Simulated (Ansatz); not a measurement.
A periodic model of amorphous Si₂₂Ti₂O₄₈:

```xyz
72
Lattice="10.4184 0.2971 0.0299 0.2971 10.6703 -0.0464 0.0299 -0.0464 10.2247" Properties=species:S:1:pos:R:3 pbc="T T T"
Si     6.1453     8.7417     4.3441
Si     0.5749     8.7147     4.6635
Si     9.8862     9.8810     2.0217
Si     7.3528     0.2934     5.9734
Si     5.3095     6.3845     6.1755
Si     6.5901     3.4596     2.7512
Si     2.8054     7.1033     8.0385
Si     9.9159     6.1764     4.1182
Si     1.4212     3.7094     4.9359
Si     1.9696     0.2079     1.1622
Si     8.2135     5.4109     6.5843
Si     1.3084     2.5654     7.0010
Si     6.3125    10.6656     8.5974
Si     0.5820     9.0225     7.6394
Si     7.8119     1.3244     0.7223
Si    10.3941     6.5816     8.6390
Si     7.8285     2.5762     5.3785
Si     4.3994     8.6799    10.1253
Si     9.2490     6.9784     1.1087
Si     4.3690     3.8524     4.7029
Si     4.0488     1.6542     6.8010
Si     0.1358     1.1752     9.2993
Ti     3.4245    10.4546     4.0328
Ti     6.3465     6.7838     1.8197
O      2.6301     1.8539     7.6020
O      0.5315     7.0715     4.5351
O      1.0810     2.1262     5.3749
O      8.7336     1.1853     5.6258
O      0.1726     2.3204     8.1256
O      3.5100     7.5108     9.4335
O      5.4908     9.3275     9.0702
O      7.7764     3.2361     3.8848
O     10.1853     6.1841    10.2118
O      2.1307     8.4886     7.4517
O      1.3956     1.3335     0.1007
O      0.4625    10.3832     8.5124
O      6.8502     7.7258     3.2819
O      6.7620     0.5866     9.9528
O      9.4142     6.3198     2.5842
O      6.3595     4.9819     2.2267
O      9.3103     5.7461     7.7435
O      4.3793     3.1344     6.1707
O      6.4502     1.6854     5.7360
O      0.2636     4.4420     4.0999
O      5.1880     3.0647     3.5226
O      7.2653     9.8033     4.8672
O      2.6214     0.7425     2.5718
O      5.0067     1.0973     7.9920
O      9.1455     1.7756    10.0969
O      4.9019     9.5054     3.6039
O      3.7460     0.6125     5.5736
O      8.6688     6.1202     5.1752
O      7.6889     6.8685     0.6379
O     10.4388     9.5045     6.1496
O      5.5513     7.8857     5.5973
O      8.3761     0.2693     1.8307
O      1.4788     4.1531     6.5399
O      7.0023     2.5183     1.4837
O      7.4461    10.3558     7.4353
O      8.1856     3.7753     6.4166
O      9.6015     8.5456     1.1662
O      3.3946     9.9281     0.4142
O      2.8269     3.9456     4.1605
O     10.0992     8.1773     8.4090
O      0.9299    10.0352     1.4832
O      9.9386     9.6029     3.6129
O      6.6890     5.9144     6.9499
O      5.0795     7.8784     1.1037
O      5.0104     5.3425     4.9406
O      3.9671     6.4473     7.1010
O      2.0884     9.2659     4.3967
O      1.5723     6.0614     8.3090
```

The numbers are results of PBE, scalar-relativistic without spin-orbit coupling (plane waves to 420 eV, PAW; Ansatz, a program for electronic structure), not measurements.

It comes from a melt-quench run on a machine-learned potential (CHGNet), relaxed afterwards by DFT. O atoms were pushed apart under 1.9 Å during the dynamics, to hinder bonds among them. The hot cell started wider than the set density and was brought back towards it in steps. It is the lowest in DFT energy of 2 quenches. It is a model cell: composition and starting density were chosen by hand, and all elements were melted together. No dispersion term was used. Its density started from a set value of 2.38 and ended at 2.17 g/cm³. Cooling (nominally 310 K/ps over its main leg) ran many orders faster than in experiment, which tends to leave more defects and strain. A cell of this size samples the disorder only roughly. Volume and shape were free in the relaxation.

Cut-offs for bonds: Si-Si 2.60 Å, Si-Ti 2.78 Å, Si-O 1.90 Å, Ti-Ti 3.12 Å, Ti-O 2.49 Å, O-O 1.58 Å. Two cations that share two anions don't count as bonded, nor two that share one unless they lie closer than Si-Si 2.38 Å, Si-Ti 2.71 Å, Ti-Ti 3.04 Å.

Question: Give the coordination numbers, mean bond lengths and angles.

Answer: 
```
Quantity                                                         Result
---------------------------------  ------------------------------------
Mean coordination of Si by anions                      4.00 (22 with 4)
Mean coordination of Ti by anions                       4.00 (2 with 4)
Mean coordination of O                                 2.00 (48 with 2)
Mean Si-O bond                     1.637 Å (spread 0.017 Å, 88 counted)
Mean Ti-O bond                      1.822 Å (spread 0.020 Å, 8 counted)
Bond angle at Si                               mean 109.4°, spread 5.3°
Bond angle at Ti                               mean 109.2°, spread 9.1°
Bond angle at O                               mean 139.4°, spread 19.6°
```

Question: List the pairs of like atoms that count as bonded by the rules above.

Answer: There are none by these rules.
